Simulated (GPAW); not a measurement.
A self-consistent single point of KTlSe2 (I4/mcm, 8 atoms in the cell) with GPAW.

Level of theory: PBEsol, GPAW PAW datasets PBEsol (made by gpaw-setup) (plane waves; GPAW).

```yaml
crystal:
  lattice:
    - [-4.06792, 4.06792, 3.56623]
    - [4.06792, -4.06792, 3.56623]
    - [4.06792, 4.06792, -3.56623]
  atoms:
    - { symbol: K, position: [0.25000, 0.25000, 0.00000] }
    - { symbol: K, position: [0.75000, 0.75000, 0.00000] }
    - { symbol: Tl, position: [0.75000, 0.25000, 0.50000] }
    - { symbol: Tl, position: [0.25000, 0.75000, 0.50000] }
    - { symbol: Se, position: [0.67640, 0.17640, 0.85280] }
    - { symbol: Se, position: [0.32360, 0.82360, 0.14720] }
    - { symbol: Se, position: [0.17640, 0.32360, 0.50000] }
    - { symbol: Se, position: [0.82360, 0.67640, 0.50000] }
```

Reference input (self-consistent single point, DFT LDA (Perdew-Wang 92), plane waves, GPAW PAW datasets LDA (gpaw-data 1.0.1)): mode = pw; ecut = 600 eV; xc = LDA; kpts = 3 3 3; mesh shift (steps) = 0 0 0; occupations.name = fermi-dirac; occupations.width = 0 eV; nbands = -6; convergence.bands = -4; symmetry.symmorphic = false; symmetry.tolerance = 0.0005; maxiter = 100. This run's input differs from it in these lines:

```diff
@@ -19,3 +19,3 @@
 calc = GPAW(mode={'name': 'pw', 'ecut': 600},
-            xc='LDA',
+            xc='PBEsol',
             kpts=(3, 3, 3),
```

Its files differ too (potentials: GPAW PAW datasets PBEsol (made by gpaw-setup)).

The program printed (abridged):

```
     iter     time        total  log10-change:
                         energy   eigst   dens
iter:   1 --:--:--   -30.021135   -0.08
iter:   2 --:--:--   -29.826359   -1.52  -1.24
iter:   3 --:--:--   -29.047340   -1.38  -1.28
iter:   4 --:--:--   -29.154243   -1.65  -1.52
iter:   5 --:--:--   -28.994062   -2.23  -1.70
iter:   6 --:--:--   -28.999258   -3.30  -2.24
iter:   7 --:--:--   -28.989855c  -3.33  -2.34
iter:   8 --:--:--   -28.985617c  -3.53  -2.59
iter:   9 --:--:--   -28.985539c  -4.82  -2.94
iter:  10 --:--:--   -28.985558c  -5.08  -3.04
iter:  11 --:--:--   -28.985382c  -4.87  -3.27
   [... 2 lines left out ...]
iter:  14 --:--:--   -28.985372c  -6.12  -3.64
iter:  15 --:--:--   -28.985369c  -6.66  -3.74
iter:  16 --:--:--   -28.985370c  -7.33  -3.78
iter:  17 --:--:--   -28.985365c  -6.54  -3.82
iter:  18 --:--:--   -28.985364c  -7.69c -4.39c
Converged after 18 iterations.

Dipole moment: (-0.000000, 0.000000, -0.000008) |e|*Ang

Energy contributions relative to reference atoms: (reference = -1396747.173915)

Kinetic:        +28.194867
Potential:      -25.052651
External:        +0.000000
XC:             -30.677471
Entropy (-ST):   +0.000000
Local:           -1.450109
SIC:             +0.000000
--------------------------
Free energy:    -28.985364
Extrapolated:   -28.985364

Showing only first 2 kpts
 Kpt  Band  Eigenvalues  Occupancy
  0    32      3.50742    2.00000
  0    33      3.50742    2.00000
  0    34      4.65414    0.00000
  0    35      5.91798    0.00000

  1    32      2.94046    2.00000
  1    33      3.52921    2.00000
  1    34      5.32901    0.00000
  1    35      5.52805    0.00000

Fermi level: 4.09168

Gap: 1.125 eV
Transition (v -> c):
   [... lines left out ...]
Direct gap: 1.147 eV
   [... lines left out ...]
  2 Tl   -0.00000    0.00000    0.00000
  3 Tl    0.00000    0.00000    0.00000
  4 Se   -0.06317   -0.06317    0.00000
  5 Se    0.06317    0.06317    0.00000
  6 Se    0.06317   -0.06317   -0.00000
  7 Se   -0.06317    0.06317   -0.00000

Stress tensor:
     0.006008     0.000000    -0.000000
     0.000000     0.006008    -0.000000
    -0.000000    -0.000000     0.007382
Stress (GPa, Voigt): [ 0.9626  0.9626  1.1827 -0.     -0.      0.    ]
```

The run converged in 18 iterations. GPAW prints stress with tension positive. Against the reference run the pressure goes from -2.60 to -1.04 GPa, the largest force goes from 0.197 to 0.089 eV/Å and the gap on the mesh goes from 1.031 to 1.125 eV.

The starting cell comes from a database of computed structures (which also holds hypothetical and non-ambient phases and stackings), without a prior relaxation at this level. Spin-orbit coupling is off.

Cost on one core of a shared machine: roughly 40 s.
